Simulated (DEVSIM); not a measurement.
System: abrupt Si p-n junction, at 300 K.

Layer 1 from the left is Si, thickness (μm) 0.520, Na (cm⁻³) 3.3e18, τn (s) 0.00079, τp (s) 0.00079. Layer 2 from the left is Si, thickness (μm) 29.0, Nd (cm⁻³) 2.8e17, τn (s) 0.00079, τp (s) 0.00079.

Left contact: ohmic. Right contact: ohmic. Voltage is applied to the left contact. Recombination: SRH at mid-gap, radiative. Mobility is constant in doping.

The device is made up for the run: typed textbook-type constants, with dimensions and the other settings drawn at random. Values at 300 K.

Si: gap (eV) 1.124, affinity (eV) 4.05, permittivity 11.7, Nc (cm⁻³) 2.86e19, Nv (cm⁻³) 3.1e19, μn (cm²/Vs) 1417, μp (cm²/Vs) 470, B (cm³/s) 4.7e-15.

Question: Estimate by hand the built-in potential, the peak field at zero bias, and compare with a numerical solution.

Answer: 
- Built-in potential: ni = √(Nc Nv) exp(−Eg/2kT) = 1.08e10 cm⁻³ with Eg = 1.124 eV; Vbi = kT/q ln(Na Nd/ni²) = 0.946 V; numerical 0.946 V.
- Peak field at zero bias: depletion approximation: W = √(2εVbi/(qN)) = 0.0689 μm with N = 2.58e17 cm⁻³; field = 2Vbi/W = 275000 V/cm; numerical 269000 V/cm (estimate above by 2.3 %).

Model (solved in DEVSIM): 1D drift-diffusion, Boltzmann statistics, complete ionisation; no tunnelling, impact ionisation, image-force lowering or self-heating.
